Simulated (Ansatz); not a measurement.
**CsCl-type RuAl**

Method: PBEsol (PAW; Ansatz, a quantum-chemistry and plane-wave program).

Run with plane-wave cutoff 500 eV, 18×14×1 k mesh (along the axes of the cell as run), Fermi–Dirac smearing 0.1 eV, scalar-relativistic PAW data made under PBE.

Cell: relaxed at this level.

| Property | Value |
|---|---|
| surface energy of the (110) face | 2.55 J/m² |
| work function of the (110) face | 4.81 eV |

The slab of 12 atoms is relaxed and unreconstructed.

The computed numbers hold no vibrational or temperature effects.

The result took very roughly 13 core-minutes.
